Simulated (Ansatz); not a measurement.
Defect migration in rock-salt CaO: O vacancy, neutral cell. The step: one O atom jumps into the vacancy from a nearby O site; the atom moves 3.44 Å along (0.00, 0.50, 0.50) of the unit cell; the moving atom starts with neighbours 4 Ca at 2.41, 2 Ca at 2.42 Å and ends with 4 Ca at 2.41, 2 Ca at 2.42 Å. DFT values are from Ansatz (plane-wave PAW, 420 eV unless said) in a cell of 64 host sites, spin-restricted, static, with no finite-size correction. The charge state is imposed; whether it is stable for some Fermi level was not computed. Forms of the defect that were not tried may lie lower. For the PBE band: the saddle point's order was not checked, and it lies on a symmetry element of the cell, where a band can be held.

| Level | Forward barrier (eV) | Cost of the band or of the saddle's single point |
|---|---|---|
| CHGNet universal potential (has no charge state), its own band | 1.66 | - |
| PBE, the Γ point alone, band relaxed | 2.86 | roughly 22 core-minutes |
| PBE, a 2×2×2 k-point mesh shifted by half a step, same geometries | 3.30 | very roughly 4 core-minutes |
| r2SCAN at 500 eV, the Γ point alone, same geometries | 3.23 | around 80 core-seconds (rough) |

Ansatz is a program for electronic structure.
